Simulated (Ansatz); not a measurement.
Ansatz (a first-principles code) run on Nb (Im-3m, 1 atom in the cell): self-consistent single point.

Method of the run: PBE, PAW files (plane waves; Ansatz).

The change in words: lattice scaled by 0.98; basis.ecutrho_ratio: default → 10. Reference geometry:
```
Nb
1.0
   -1.65825     1.65825     1.65825
    1.65825    -1.65825     1.65825
    1.65825     1.65825    -1.65825
Nb
1
Direct
  0.00000   0.00000   0.00000
```

Reference input (self-consistent single point, DFT, PBE, plane waves, PAW files): basis.ecutwfc = 420 eV; kpoints.mp_grid.grid = 14 14 14; hamiltonian.xc = pbe; hamiltonian.pseudopotentials = {kind: paw} (the program's default PAW files); scf.occupations.method = fermi_dirac; scf.occupations.width = 0.1 eV. This run's input differs from it in these lines:

Ansatz 0.2 input:
```diff
@@ -2,5 +2,5 @@
   lattice:
-    - [-1.658250, 1.658250, 1.658250]
-    - [1.658250, -1.658250, 1.658250]
-    - [1.658250, 1.658250, -1.658250]
+    - [-1.625085, 1.625085, 1.625085]
+    - [1.625085, -1.625085, 1.625085]
+    - [1.625085, 1.625085, -1.625085]
   atoms:
@@ -9,2 +9,3 @@
   ecutwfc: 420.0
+  ecutrho_ratio: 10
 kpoints:
```

Output (repeated stretches shortened):

```
SCF iter   1: F=—  HF=-4552.711039 eV  |F-HF|=—  |Δ(HF+E_count)|=         —  Δρ=7.71e-2  dr2=1.10e0  ethr=3.10e-3  ⟨swp⟩=5.0  Hψ=6214  notcnv=0
all-band conjugate gradients solve this SCF's bands
preconditioner: auto → none
SCF iter   2: F=—  HF=-4552.310297 eV  |F-HF|=—  |Δ(HF+E_count)|=   4.01e-1  Δρ=2.56e-2  dr2=5.00e-2  ethr=3.10e-3  ⟨swp⟩=2.7  Hψ=3054  notcnv=0  defer=7
SCF iter   3: F=—  HF=-4552.305398 eV  |F-HF|=—  |Δ(HF+E_count)|=   4.90e-3  Δρ=9.60e-3  dr2=5.70e-3  ethr=3.84e-4  ⟨swp⟩=1.8  Hψ=1306  notcnv=0  defer=7
SCF iter   4: F=—  HF=-4552.305586 eV  |F-HF|=—  |Δ(HF+E_count)|=   1.88e-4  Δρ=4.23e-4  dr2=8.94e-6  ethr=4.38e-5  ⟨swp⟩=1.1  Hψ=1186  notcnv=0  defer=7
SCF iter   5: F=—  HF=-4552.305610 eV  |F-HF|=—  |Δ(HF+E_count)|=   2.42e-5  Δρ=8.06e-5  dr2=2.15e-7  ethr=6.88e-8  ⟨swp⟩=2.0  Hψ=1781  notcnv=0  defer=7
SCF iter   6: F=-4552.305610 eV  HF=-4552.305610 eV  |F-HF|=4.16e-9  |Δ(HF+E_count)|=  7.60e-10  Δρ=1.32e-5  dr2=9.31e-9  ethr=7.69e-10  ⟨swp⟩=5.2  Hψ=4731  notcnv=0
SCF 1 converged in 6 iterations: F = -4552.305610 eV  dr2 = 9.31e-9
Free energy (F): -4552.305610 eV
Internal energy: -4552.256939 eV  (E = F + TS)
E sigma→0 (E₀):  -4552.281274 eV
Entropy (-TS):   -0.048671 eV (-48.671 meV/atom)
Fermi energy:    18.841351 eV
--- Forces (eV/Å), atoms counted from 1 ---
  atom   1  Nb     0.00000000    -0.00000000     0.00000000
--- Stress (GPa, compression-positive) ---
       10.642380       0.000000      -0.000000
       -0.000000      10.642380      -0.000000
       -0.000000      -0.000000      10.642380
  P = ⅓ Tr σ = 10.6424 GPa (106.424 kbar)
  The stress holds the Pulay correction. Without it, at fixed plane waves, as pw.x and ABINIT print it: P = 10.6180 GPa
```

The run converged in 6 iterations. Against the reference run the free energy goes up by 32.2 meV/atom and the pressure goes from -0.54 to 10.64 GPa.

The starting cell has typed, rounded lattice constants, without a prior relaxation at this level. Its lattice was rescaled by up to half a per cent. For this run, on top of that: lattice scaled by 0.98. Spin polarisation is off. Ansatz's pressure includes its estimate of the finite-basis (Pulay) stress.
